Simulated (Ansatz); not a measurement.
## Effect of biaxial strain +1.00 %, plane normal [001], relaxed out of plane on Cd

Consider Cd in the hcp (Mg type) structure (space group P6_3/mmc, No. 194; a = 3.0294 Å, c = 5.7589 Å; relaxed with 0.1 eV smearing). Axes: x lies along a and z along c of the hexagonal cell.

Perturbation: tensile biaxial strain of 1.00 % in the plane normal to [001], as in epitaxy on a mismatched substrate; the out-of-plane cell vector and the atoms relax.

Computed with PBE in Ansatz (plane waves to 420 eV, PAW, no spin-orbit coupling). Γ-centred 22×22×10 mesh, Fermi–Dirac width 0.1 eV.

- Volume per atom = 22.98 Å³ (base 22.89 Å³)
- Space group = P6_3/mmc (No. 194) (base P6_3/mmc (No. 194))
- Shortest interatomic distance = 306.0 pm (base 302.9 pm)
- Pressure (mean of the normal stresses, compression positive) = -0.4 GPa (base 0.0 GPa)
- Band gap = zero (base zero)
- Out-of-plane strain = -1.58 %

Cost of the whole job for the changed cell (relaxation, final SCF and bands): around 28 core-seconds (rough).

No phonon test of stability was made.

Ansatz is a quantum-chemistry and plane-wave program.
